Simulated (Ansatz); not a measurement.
The parent structure is BP in the rock salt structure (space group Fm-3m, No. 225; a hypothetical phase, not in the database extracts checked; relaxed with 0.1 eV smearing).

```yaml
crystal:
  lattice:
    - [0.00000, 2.14465, 2.14465]
    - [2.14465, 0.00000, 2.14465]
    - [2.14465, 2.14465, 0.00000]
  atoms:
    - { symbol: P, position: [0.00000, 0.00000, 0.00000] }
    - { symbol: B, position: [0.50000, 0.50000, 0.50000] }
```

Cartesian axes are those of the cell as printed.

Computed with plane-wave PAW DFT at the PBEsol level (Ansatz, an electronic-structure program, 420 eV), scalar-relativistic without spin-orbit coupling.

Base values:

The band gap comes out as zero.

One thing is altered: biaxial strain +0.47 %, plane normal [111], relaxed out of plane (Cartesian); in-plane vectors clamped, the third vector and the atoms free.

What does the calculation give for the band gap, energy relative to the base, out-of-plane strain and in-plane stress after the change?

The band gap is still zero; the energy grows by 0.3 meV/atom; the out-of-plane strain amounts to -0.50 %; the mean in-plane stress (compression positive) comes out as -1.1 GPa.

Whether these cells are dynamically stable was not tested. The final runs are not spin-polarised.
